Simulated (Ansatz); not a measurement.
Cr on the Mg site + O vacancy in rock-salt MgO (start: the Mg site; O 2.13 Å away; 64-site cell, 2×2×2 shifted sampling). Computed with PBE, PAW (plane waves to 420 eV; Ansatz, a first-principles code). Total energies of the localised charge states, counted from that of charge +2, and their image corrections (point charge with alignment); the host's valence-band maximum lies at 7.775 eV on the cells' energy zero and its gap is 4.46 eV.

| charge | moment (μB) | E − E(first) (eV) | correction (eV) |
|---|---|---|---|
| +2 | 4.0 | 0.000 | 0.837 |
| +1 | 3.0 | 10.148 | 0.212 |
| 0 | 4.0 | 21.813 | 0.000 |

### Question
Derive the transition levels above the valence-band maximum and say which of them are thermodynamic.

### Answer
A level is the Fermi energy at which two charges have equal formation energy: ε(q/q′) = [E(q′) + corr(q′) − E(q) − corr(q)] / (q − q′) − E_VBM.
ε(+2/+1) = [(10.148 + 0.212) − (0.000 + 0.837)] / 1 − 7.775 = 1.75 eV
ε(+1/0) = [(21.813 + 0.000) − (10.148 + 0.212)] / 1 − 7.775 = 3.68 eV
Thermodynamic levels at least 0.1 eV inside the gap: (+2/+1) at 1.75 eV; (+1/0) at 3.68 eV. They hold to tenths of an eV in this cell. Charges with a result: +2, +1, 0, −1. Others weren't obtained, and one of them could lie lower, also by skipping a charge. Charge −1 has its level within 0.1 eV of a band edge or past it. The geometries come from one start. Flagged in the runs: a strain field that reaches the edge of the cell.
